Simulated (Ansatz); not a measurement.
Consider InSb in the zinc blende structure (space group F-43m, No. 216; a = 6.519 Å).

It is then changed as follows: a hydrostatic pressure of 9 GPa.

Levels (all Ansatz, a quantum-chemistry and plane-wave program, PAW): PBEsol (420 eV, spin-orbit coupling left out); r2SCAN (500 eV, scalar-relativistic without spin-orbit coupling); HSE06 (420 eV, without spin-orbit coupling).

One geometry, relaxed with PBEsol, under each level:

Notes on the quantities. hole mass: degenerate bands, along [100].

```tsv
level	band gap	lowest conduction level above the VBM at special points	electron mass	hole mass	pressure
PBEsol	0.49 eV	Γ 0.49 eV; L 0.71 eV; X 1.01 eV; K 1.43 eV	0.029 mₑ (at Γ)	0.029, 0.25, 0.25 mₑ (at Γ)	9.00 GPa
r2SCAN	1.05 eV	Γ 1.05 eV; L 1.11 eV; X 1.33 eV; K 1.76 eV	0.056 mₑ (at Γ)	0.055, 0.25, 0.25 mₑ (at Γ)	10.62 GPa
HSE06	1.36 eV	Γ 1.36 eV; L 1.42 eV; X 1.59 eV	–	–	–
```

Single points use the geometry relaxed with PBEsol. Their cutoffs differ, which shifts pressures a little. With Sb present, leaving out spin-orbit coupling can change the band edges. Load acts through the strain it causes; cell and atoms are relaxed under it. Effective masses come from finite differences of ±0.01 Å⁻¹. Whether these cells are dynamically stable was not tested. Tetrahedral semiconductors of this kind turn to denser phases somewhere between about 1 and 50 GPa; those were not computed, so compressed cells here can lie past the real transition. All final runs are without spin polarisation.
